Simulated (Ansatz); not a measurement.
# PtGe, pressure series

Base system: PtGe (space group Pnma, No. 62).

```yaml
crystal:
  lattice:
    - [5.81870, 0.00000, 0.00000]
    - [0.00000, 3.75708, 0.00000]
    - [0.00000, 0.00000, 6.17516]
  atoms:
    - { symbol: Pt, position: [0.99778, 0.25000, 0.19239] }
    - { symbol: Pt, position: [0.49778, 0.25000, 0.30761] }
    - { symbol: Pt, position: [0.00222, 0.75000, 0.80761] }
    - { symbol: Pt, position: [0.50222, 0.75000, 0.69239] }
    - { symbol: Ge, position: [0.18633, 0.25000, 0.58845] }
    - { symbol: Ge, position: [0.68633, 0.25000, 0.91155] }
    - { symbol: Ge, position: [0.81367, 0.75000, 0.41155] }
    - { symbol: Ge, position: [0.31367, 0.75000, 0.08845] }
```

Cell and atoms are relaxed at each pressure.

The values are results of PBE (Ansatz, an electronic-structure program), without spin-orbit coupling, not measurements.

Notes on the quantities. enthalpy: H = E + PV relative to the base's energy.

```tsv
variant	shortest interatomic distance	density	enthalpy
base	2.508 Å	13.17 g/cm³	–
pressure −2 GPa	2.512 Å	12.98 g/cm³	-0.21 eV/atom
pressure −1 GPa	2.511 Å	13.08 g/cm³	-0.11 eV/atom
pressure 0.3 GPa	2.507 Å	13.20 g/cm³	+0.03 eV/atom
pressure 0.7 GPa	2.506 Å	13.24 g/cm³	+0.07 eV/atom
pressure 1.5 GPa	2.505 Å	13.31 g/cm³	+0.16 eV/atom
pressure 3 GPa	2.502 Å	13.44 g/cm³	+0.31 eV/atom
pressure 5 GPa	2.498 Å	13.60 g/cm³	+0.52 eV/atom
pressure 7.5 GPa	2.493 Å	13.80 g/cm³	+0.77 eV/atom
pressure 10 GPa	2.488 Å	13.98 g/cm³	+1.02 eV/atom
```

Load acts through the strain it causes; cell and atoms are relaxed under it. Whether these cells are dynamically stable was not tested. Competing high-pressure phases were not computed. The final runs are not spin-polarised.
